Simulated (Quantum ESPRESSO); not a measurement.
Habitual settings against a tight run: LiMg₃ (Pmm2, 4 atoms in the cell)

Self-consistent single point.

```
CELL_PARAMETERS angstrom
      3.23072     0.00000     0.00000
      0.00000     5.14682     0.00000
      0.00000     0.00000     5.51360
ATOMIC_POSITIONS crystal
  Li 0.50000 0.00000 0.16779
  Mg 0.00000 0.00000 0.66836
  Mg 0.00000 0.50000 0.32960
  Mg 0.50000 0.50000 0.83424
```

Level of theory: PBEsol, SSSP 1.1.2 efficiency (PBE) pseudopotentials (plane waves; Quantum ESPRESSO 7.5).

Base settings: ecutwfc = 40 Ry; ecutrho = 320 Ry; occupations = smearing; smearing = fermi-dirac; degauss = 0.0036749 Ry; input_dft = pbesol; potentials = {Li: li_pbe_v1.4.uspp.F.UPF, Mg: Mg.pbe-n-kjpaw_psl.0.3.0.UPF}; K_POINTS = automatic 10 7 6 0 0 0; conv_thr = 1e-11 Ry; mixing_beta = 0.7.

Tight run (finer mesh or higher cutoff; not a proven limit): ecutwfc: 40 Ry → 56 Ry; ecutrho: 320 Ry → 448 Ry; conv_thr: 1e-11 Ry → 7.3e-11 Ry; K_POINTS: automatic 10 7 6 0 0 0 → automatic 14 10 9 0 0 0. It gave Fermi level (on the code's own zero) 2.72 eV; pressure -1.66 GPa; largest force (vector length) 0.038 eV/Å.

Quick runs, as changes from the base:
- A: the base itself
- B: smearing: fermi-dirac → gaussian; degauss: 0.0036749 Ry → 0.019992 Ry; K_POINTS: automatic 10 7 6 0 0 0 → automatic 4 4 4 0 0 0
- C: ecutwfc: 40 Ry → 24 Ry; ecutrho: 320 Ry → 192 Ry; conv_thr: 1e-11 Ry → 7.3e-05 Ry; K_POINTS: automatic 10 7 6 0 0 0 → automatic 1 1 1 1 1 1
- D: ecutwfc: 40 Ry → 28 Ry; ecutrho: 320 Ry → 224 Ry; conv_thr: 1e-11 Ry → 7.3e-06 Ry; K_POINTS: automatic 10 7 6 0 0 0 → automatic 4 4 4 0 0 0
- E: ecutwfc: 40 Ry → 24 Ry; ecutrho: 320 Ry → 192 Ry; K_POINTS: automatic 10 7 6 0 0 0 → automatic 3 3 3 0 0 0
- F: ecutwfc: 40 Ry → 20 Ry; ecutrho: 320 Ry → 100 Ry; input_dft: pbesol → default; pseudopotentials: {Li: li_pbe_v1.4.uspp.F.UPF, Mg: Mg.pbe-n-kjpaw_psl.0.3.0.UPF} → {Li: li_lda_v1.4.uspp.F.UPF, Mg: mg_lda_v1.4.uspp.F.UPF}; K_POINTS: automatic 10 7 6 0 0 0 → automatic 8 8 8 0 0 0 [LDA (PZ)]

Energies are extrapolated to zero smearing width, which holds to low order in the width alone (under cold and Methfessel-Paxton smearing the free energy itself is taken).

Dashes: time of B, C, D, E, under 30 s; energy of F, another energy zero.

† marks runs with another functional, U, potentials or spin treatment: their distance from the tight run is not a convergence error alone.

The count of work is k-points × plane waves × bands × iterations; it is no time. Core times come from one kind of shared machine and are given to one figure; runs under 30 s give none.

The starting cell comes from a database of computed structures (which also holds hypothetical and non-ambient phases and stackings), without a prior relaxation at this level. Its lattice was rescaled by a random factor within 2.5 % of one.

| run | energy less tight (meV/atom) | pressure less tight (GPa) | largest miss in a force vector (eV/Å) | count of work / tight | core time / tight (rough) |
|---|---|---|---|---|---|
| A | -3.1 | -0.01 | 0.014 | 0.27 | 0.3 |
| B | -6.3 | 0.06 | 0.041 | 0.075 | – |
| C | 3077.9 | 6.37 | 0.772 | 0.0012 | – |
| D | 1.7 | -0.33 | 0.041 | 0.024 | – |
| E | 110.1 | -1.07 | 0.097 | 0.010 | – |
| F† | – | -154.97 | 0.016 | 0.29 | 0.3 |

Among the runs at the tight run's level, the energy misses run from 1.7 to 3077.9 meV/atom.
